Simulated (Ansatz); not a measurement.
Effect of strain tensor (xx, yy, zz, yz, xz, xy) = (−1.34, +0.14, −0.96, −1.06, +0.46, +0.69) % on Cu

Base system: Cu in the fcc (Cu type) structure (space group Fm-3m, No. 225; a = 3.564 Å). Axes: x, y, z lie along the cube axes.

The change: the symmetric strain tensor [-0.0134 0.0069 0.0046; 0.0069 0.0014 -0.0106; 0.0046 -0.0106 -0.0096], atoms relaxed at fixed cell.

Calculations: PBEsol (Ansatz, a program for electronic structure; PAW; 420 eV plane waves; scalar-relativistic without spin-orbit coupling). k-mesh 22×22×22 (Γ-centred); smearing 0.05 eV (Fermi–Dirac).

* **Volume per atom**: 11.07 Å³ (base 11.32 Å³)
* **Space group**: P-1 (No. 2) (base Fm-3m (No. 225))
* **Energy relative to the base (free energy F)**: +6.0 meV/atom
* **Pressure (mean of the normal stresses, compression positive)**: 4.0 GPa (base 0.0 GPa)
* **Band gap**: zero (base zero)
* **Stress (xx, yy, zz, yz, xz, xy; compression positive)**: (4.4, 3.4, 4.2, 2.3, -1.0, -1.5) GPa (rough)

Final structure:

```
Cu
1.0
    0.02031     1.76549     1.74589
    1.76612    -0.00668     1.77289
    1.77022     1.79659    -0.01078
Cu
1
Cartesian
  0.00000   0.00000   0.00000
```

Cost of the whole job for the changed cell (relaxation, final SCF and bands): around 100 core-seconds (rough).

Without a gap, meshes like the base's 22×22×22 leave anisotropic stresses uncertain by several tenths of a GPa, and small strain energies with them. No phonon test of stability was made. All final runs are without spin polarisation.
